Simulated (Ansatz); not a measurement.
The starting structures come from a database of crystals and need not be the phases stable at ambient conditions.

 Where the default PAW files enter, the runs use the earlier of Ansatz's two default sets.

Crystal: Na₂H₆PtO₆ (P-3, not sure to be the ambient phase, 15 atoms a cell, 8.9 Å³ an atom, -2 GPa at this level); planes in its conventional cell.

All values below come from r2SCAN (plane waves, PAW; Ansatz, a first-principles code).

No gap correction and no spin-orbit coupling; mid-gap values are interpolated between computed energies.

```csv
plane,area of the cell (Å²),mid-gap κ (1/Å),largest κ in the gap (1/Å)
(100),26.3,0.43,0.46
(001),29.7,?,?
```

**Question.** The slowest decay depends on the direction. Supply the withheld values.

**Answer.** 
- (001), mid-gap κ (1/Å): 0.47
- (001), largest κ in the gap (1/Å): 0.51
